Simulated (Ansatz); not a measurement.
## Ag under a change: biaxial strain +1.25 %, plane normal [111], relaxed out of plane

The reference is Ag in the fcc (Cu type) structure (space group Fm-3m, No. 225; a = 4.0009 Å; relaxed with 0.1 eV smearing). Axes: x, y, z lie along the cube axes.

It is then changed as follows: biaxial strain +1.25 %, plane normal [111], relaxed out of plane (Cartesian); in-plane vectors clamped, the third vector and the atoms free.

Level of theory: LDA (Ansatz, a first-principles code, PAW, no spin-orbit coupling). k-mesh 28×28×28 (Γ-centred); smearing 0.1 eV (Fermi–Dirac).

Volume per atom: 16.23 Å³ (base 16.01 Å³)
Shortest interatomic distance: 2.820 Å (base 2.829 Å)
Energy relative to the base (free energy F): +3.4 meV/atom
Pressure (mean of the normal stresses, compression positive): -1.7 GPa (base 0.0 GPa)
Band gap: zero (base zero)
Out-of-plane strain: -1.11 %
Ratio −ε⊥/ε∥: 0.89

No phonon test of stability was made.
